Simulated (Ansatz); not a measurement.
Cubic perovskite KNiF₃ was calculated with r²SCAN+rVV10 (PAW; Ansatz, a quantum-chemistry and plane-wave program).

Settings: plane-wave cutoff 560 eV, 8×8×8 k mesh, Fermi–Dirac smearing 0.01 eV, spin-polarised with parallel moments, scalar-relativistic PAW data made under PBE.

Cell (relaxed at this level):

```
CELL_PARAMETERS angstrom
      3.98934     0.00000     0.00000
      0.00000     3.98934     0.00000
      0.00000     0.00000     3.98934
ATOMIC_POSITIONS crystal
  K  0.00000 0.00000 0.00000
  Ni 0.50000 0.50000 0.50000
  F  0.50000 0.00000 0.50000
  F  0.00000 0.50000 0.50000
  F  0.50000 0.50000 0.00000
```
Starting moments (μB, in the order of the record's atoms K Ni F F F): 0.0 2.0 0.0 0.0 0.0.

**Question.** Give the computed band gap, direct gap at Γ, smallest direct gap on the k points sampled and bulk modulus.

**Answer.** 
* **band gap**: 2.45 eV (indirect)
* **direct gap at Γ**: 3.44 eV
* **smallest direct gap on the k points sampled**: 2.74 eV
* **bulk modulus**: 93.2 GPa

Note: the magnetic order was assumed, not searched for or taken from measurement; without U or exact exchange, gaps and moments of open d shells tend to come out too small.

Static lattice: no zero-point or thermal effects.
